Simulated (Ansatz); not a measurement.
Structures of equal composition on the (111) surface of fcc Ir: a layer of Sn in place of the second plane; a layer of Sn in place of the third plane. The slabs share one bottom face, and each structure is named by its start. These are constructed structures in small cells; real faces may alloy, dewet or reconstruct in larger ones, and not all known structures of the face are among them. Slabs of about 11 Å, Fermi-Dirac smearing of 0.1 eV. Bottom of the slabs: a bare face, its two planes held. Relaxed from the named starts with such symmetry as they have, on meshes of like density; energies extrapolated to zero smearing; spin only where a row says so; no spin-orbit coupling, no U. Brackets mark spin-polarised runs, whose order is one that fits the cell.

All values below come from PBE (plane waves to 420 eV, PAW; Ansatz, a quantum-chemistry and plane-wave program).

Rank these by energy per 1x1 cell (lowest first), as PBE gives it.

a layer of Sn in place of the second plane (0.000 eV), a layer of Sn in place of the third plane (0.173 eV)
